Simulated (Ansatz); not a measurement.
## Mo₂C (space group Pbcn, No. 60)

```cif
data_C4Mo8
_chemical_formula_sum 'Mo8 C4'
_space_group_name_H-M_alt 'Pbcn'
_space_group_IT_number 60
_space_group_name_Hall '-P 2n 2ab'
_cell_length_a 4.70497
_cell_length_b 6.00996
_cell_length_c 5.17639
_cell_angle_alpha 90.000
_cell_angle_beta 90.000
_cell_angle_gamma 90.000
loop_
_atom_site_label
_atom_site_type_symbol
_atom_site_symmetry_multiplicity
_atom_site_Wyckoff_symbol
_atom_site_fract_x
_atom_site_fract_y
_atom_site_fract_z
_atom_site_occupancy
Mo1 Mo 8 d 0.25410 0.37746 0.07967 1
C1 C 4 c 0.00000 0.62280 0.25000 1
```

All numbers come from PBEsol/PAW in Ansatz (a quantum-chemistry and plane-wave program), scalar-relativistic without spin-orbit coupling. Γ-centred 8×6×7 mesh, Fermi–Dirac width 0.05 eV.

Volume per atom: 12.20 Å³
Density: 9.25 g/cm³
Band gap: zero
Total energy: -3347.406 eV/atom (σ→0; compares only within this code and set-up)

No phonon test of stability was made. The final runs are not spin-polarised.
